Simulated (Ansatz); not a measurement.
Si (R-3m), Ansatz (a program for electronic structure) with r2SCAN with spin-orbit coupling, rigid bands: Condition of this run: uniaxial stress along [111] of 1.8 GPa (compression positive) (the target of the relaxation). band gap 0.66 eV, N_c = 3.20e19 cm⁻³ and N_v = 7.29e18 cm⁻³ at 300 K, conductivity masses of 0.285 mₑ (electrons) and 0.290 mₑ (holes). Take k_BT = 0.02585 eV.

Question: What built-in voltage has an abrupt junction with N_A = 1e16 and N_D = 1e18 cm⁻³, all dopants ionised?

Answer: V_bi = E_g/e − (k_BT/e) ln(N_c N_v/(N_A N_D)) = 0.66 − 0.02585 × 10.06 = 0.40 V. It follows the computed gap one for one.

Question: Find the intrinsic carrier density and the intrinsic Fermi level.

Answer: n_i = √(N_c N_v) exp(−E_g/2k_BT) = 1.53e19 × exp(−12.76) = 4.4e13 cm⁻³. The level lies (k_BT/2) ln(N_v/N_c) = -19 meV from mid-gap (positive towards the conduction band). Each 0.1 eV added to the gap lowers n_i by a factor of 6.9.

Question: A film of it is 8 nm thick. Estimate the confinement energies in an infinite well.

Answer: ħ²π²/(2m t²) = 0.376 eV·nm²/(m/mₑ × t²) gives 20.6 meV for electrons and 20.3 meV for holes, so the gap would widen to about 0.70 eV. Finite barriers and nonparabolic bands lower this, and with several valleys or bands the heaviest mass along the normal sets the lowest level, not this average.

Rigid, parabolic bands with the computed gap; masses take one relaxation time for all states. Geometry: cell and atoms relaxed with PBEsol.
